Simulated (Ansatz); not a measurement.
Consider the following.

```xyz
6
Lattice="4.5912 0.0000 0.0611 0.0000 4.5912 0.0000 0.0391 0.0000 2.9390" Properties=species:S:1:pos:R:3 pbc="T T T"
Ti     0.0000     0.0000     0.0000
Ti     2.3151     2.2956     1.5001
O      1.3970     1.3986     0.0309
O      3.7121     0.8970     1.5309
O      0.9182     3.6942     1.4692
O      3.1942     3.1926     0.0302
```

No spin polarisation.

Level of theory: Ansatz (a program for electronic structure) PBEsol, spin-orbit coupling left out. Settings: 7×7×11 k-points, 0.05 eV Fermi–Dirac smearing.

Task: Predict the valence-band top at Γ and band gap.

Result: The valence-band top at Γ (three highest levels, from the VBM) comes out as 0.00, -0.43, -0.45 eV and the band gap is 1.86 eV.

The cells carry an imposed strain or load. Whether these cells are dynamically stable was not tested. All final runs are without spin polarisation. The cell was made from TiO₂ in the rutile structure (space group P4_2/mnm, No. 136) by this change: tensor shear ε_xz = +1.33 %.
